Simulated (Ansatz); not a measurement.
Electronic density of states of amorphous Al₃₀O₄₈H₆, density 2.95 g/cm³, on a 2×2×2 Γ-centred mesh with a Gaussian width of 0.1 eV; energies count from the Fermi level, whose place inside the gap is arbitrary. Cell and mesh are small, so fine structure isn't converged. Level of theory: PBE, scalar-relativistic without spin-orbit coupling (plane waves to 420 eV, PAW; Ansatz, a quantum-chemistry and plane-wave program). Sampling: a 2×2×2 Γ-centred mesh; Fermi-Dirac width 0.02 eV; no spin polarisation. At PBE the levels at the filled edge of the gap are localised (band-tail or defect states), and the nearest spread-out levels lie 3.8 eV apart at the zone centre.

Preparation: random packing, a CHGNet melt and quench, and a DFT relaxation. O atoms were pushed apart under 1.9 Å during the dynamics, to hinder bonds among them. The hot cell started wider than the set density and was brought back towards it in steps. It is the lowest in DFT energy of 2 quenches. It is a model cell: composition and starting density were chosen by hand, and all elements were melted together. No dispersion term was used. Its density started from a set value of 3.08 and ended at 2.95 g/cm³. Cooling (nominally 180 K/ps over its main leg) ran many orders faster than in experiment, which tends to leave more defects and strain. A cell of this size samples the disorder only roughly. Volume and shape were free in the relaxation.

(E - EF (eV), states/(eV atom)): (-12.00, 0.00); (-11.90, 0.00); (-11.80, 0.00); (-11.70, 0.00); (-11.60, 0.00); (-11.50, 0.00); (-11.40, 0.00); (-11.30, 0.00); (-11.20, 0.00); (-11.10, 0.00); (-11.00, 0.00); (-10.90, 0.00); (-10.80, 0.00); (-10.70, 0.00); (-10.60, 0.00); (-10.50, 0.00); (-10.40, 0.00); (-10.30, 0.03); (-10.20, 0.12); (-10.10, 0.08); (-10.00, 0.01); (-9.90, 0.00); (-9.80, 0.00); (-9.70, 0.00); (-9.60, 0.01); (-9.50, 0.09); (-9.40, 0.11); (-9.30, 0.02); (-9.20, 0.00); (-9.10, 0.02); (-9.00, 0.11); (-8.90, 0.18); (-8.80, 0.13); (-8.70, 0.03); (-8.60, 0.04); (-8.50, 0.19); (-8.40, 0.29); (-8.30, 0.30); (-8.20, 0.31); (-8.10, 0.31); (-8.00, 0.28); (-7.90, 0.25); (-7.80, 0.25); (-7.70, 0.31); (-7.60, 0.37); (-7.50, 0.39); (-7.40, 0.37); (-7.30, 0.35); (-7.20, 0.32); (-7.10, 0.32); (-7.00, 0.36); (-6.90, 0.40); (-6.80, 0.40); (-6.70, 0.39); (-6.60, 0.39); (-6.50, 0.39); (-6.40, 0.45); (-6.30, 0.51); (-6.20, 0.51); (-6.10, 0.48); (-6.00, 0.52); (-5.90, 0.53); (-5.80, 0.51); (-5.70, 0.48); (-5.60, 0.46); (-5.50, 0.49); (-5.40, 0.54); (-5.30, 0.53); (-5.20, 0.57); (-5.10, 0.63); (-5.00, 0.61); (-4.90, 0.57); (-4.80, 0.57); (-4.70, 0.59); (-4.60, 0.58); (-4.50, 0.61); (-4.40, 0.64); (-4.30, 0.62); (-4.20, 0.65); (-4.10, 0.65); (-4.00, 0.61); (-3.90, 0.63); (-3.80, 0.67); (-3.70, 0.68); (-3.60, 0.69); (-3.50, 0.71); (-3.40, 0.72); (-3.30, 0.68); (-3.20, 0.66); (-3.10, 0.69); (-3.00, 0.71); (-2.90, 0.74); (-2.80, 0.71); (-2.70, 0.61); (-2.60, 0.57); (-2.50, 0.55); (-2.40, 0.48); (-2.30, 0.43); (-2.20, 0.44); (-2.10, 0.35); (-2.00, 0.26); (-1.90, 0.16); (-1.80, 0.04); (-1.70, 0.05); (-1.60, 0.12); (-1.50, 0.06); (-1.40, 0.01); (-1.30, 0.00); (-1.20, 0.00); (-1.10, 0.00); (-1.00, 0.00); (-0.90, 0.00); (-0.80, 0.00); (-0.70, 0.00); (-0.60, 0.00); (-0.50, 0.00); (-0.40, 0.00); (-0.30, 0.00); (-0.20, 0.00); (-0.10, 0.00); (0.00, 0.00); (0.10, 0.00); (0.20, 0.00); (0.30, 0.00); (0.40, 0.00); (0.50, 0.00); (0.60, 0.00); (0.70, 0.00); (0.80, 0.00); (0.90, 0.00); (1.00, 0.00); (1.10, 0.00); (1.20, 0.00); (1.30, 0.00); (1.40, 0.00); (1.50, 0.01); (1.60, 0.01); (1.70, 0.00); (1.80, 0.00); (1.90, 0.00); (2.00, 0.01); (2.10, 0.04); (2.20, 0.03); (2.30, 0.01); (2.40, 0.03); (2.50, 0.07); (2.60, 0.05); (2.70, 0.04); (2.80, 0.06); (2.90, 0.06); (3.00, 0.06); (3.10, 0.06); (3.20, 0.04); (3.30, 0.06); (3.40, 0.10); (3.50, 0.11); (3.60, 0.07); (3.70, 0.06); (3.80, 0.09); (3.90, 0.08); (4.00, 0.07); (4.10, 0.11); (4.20, 0.13); (4.30, 0.12); (4.40, 0.16); (4.50, 0.17); (4.60, 0.15); (4.70, 0.17); (4.80, 0.20); (4.90, 0.17); (5.00, 0.18); (5.10, 0.24); (5.20, 0.25); (5.30, 0.26); (5.40, 0.24); (5.50, 0.26); (5.60, 0.29); (5.70, 0.26); (5.80, 0.26); (5.90, 0.28); (6.00, 0.32); (6.10, 0.30); (6.20, 0.28); (6.30, 0.28); (6.40, 0.29); (6.50, 0.30)

The level gap on this mesh is 3.13 eV; the broadening fills part of it in the curve.
